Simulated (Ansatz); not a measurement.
Consider Si in the diamond structure (space group Fd-3m, No. 227; a = 5.444 Å).

All numbers come from r2SCAN in Ansatz (plane waves to 500 eV, PAW, scalar-relativistic without spin-orbit coupling).

Before the change:

* **Valley order**: a point along ⟨100⟩, about 1.0 Å⁻¹ from Γ 0.78 eV; L along ⟨111⟩ 1.84 eV
* **Width of the top valence band**: 4.00 eV
* **Smallest direct gap**: 2.74 eV

The change: the cell is scaled by 1.0300 in all directions, atoms relaxed at fixed cell.

Question: How does this affect the valley order, width of the top valence band and smallest direct gap?

Answer: The valley order (the lowest conduction-band minima on the path, energy above the VBM, named in the base's zone) goes from a point along ⟨100⟩, about 1.0 Å⁻¹ from Γ 0.78 eV; L along ⟨111⟩ 1.84 eV to a point along ⟨100⟩, about 0.9 Å⁻¹ from Γ 0.91 eV; L along ⟨111⟩ 1.51 eV; the width of the top valence band drops by 0.37 eV to 3.63 eV; the smallest direct gap shrinks by 0.05 eV, from 2.74 eV to 2.69 eV.

The cells carry an imposed strain or load. Gaps are Kohn–Sham eigenvalue differences; semilocal functionals usually give less than the measured gap. Stability against distortions was not tested.

Ansatz is a program for electronic structure.
